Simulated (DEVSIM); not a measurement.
Structure: Cr/Si3N4/p-Ge capacitor, at 300 K.

```csv
layer (left to right),material,thickness (nm),Na (cm⁻³)
1,Si3N4,3.90,-
2,Ge,6300,9e15
```

Metal gate on the left, work function 4.5 eV. Fixed charge at the semiconductor interface 0 cm⁻² (in units of +e); no interface traps.

Constants are typed, rounded textbook-type inputs, not results; the design itself was drawn at random and stands for no fabricated device. Values at 300 K.

```
parameter      Si3N4       Ge
-------------  -----  -------
gap (eV)         5.1    0.664
affinity (eV)    2.1        4
permittivity     7.5       16
Nc (cm⁻³)          -  1.04e19
Nv (cm⁻³)          -     6e18
```

DEVSIM, 1D Poisson equation in equilibrium, Boltzmann statistics, complete ionisation; no quantum confinement or tunnelling. Metal contacts follow the ideal Schottky-Mott rule: no Fermi-level pinning, no interface dipoles.

The substrate doping was swept, all else fixed.

```csv
substrate doping (cm^-3),threshold voltage (band bending 2φF) (V),minimum of the low-frequency capacitance (μF/cm²),flat-band voltage (V)
4.5e14,0.24,0.0269,0.08
9e14,0.26,0.0325,0.06
1.8e15,0.28,0.0411,0.05
4.5e15,0.31,0.0545,0.02
9e15,0.34,0.0703,0.00
1.8e16,?,?,-0.01
```

Q: Fill in the missing entries.

A: 
- 1.8e16, threshold voltage (band bending 2φF) (V): 0.37
- 1.8e16, minimum of the low-frequency capacitance (μF/cm²): 0.0909
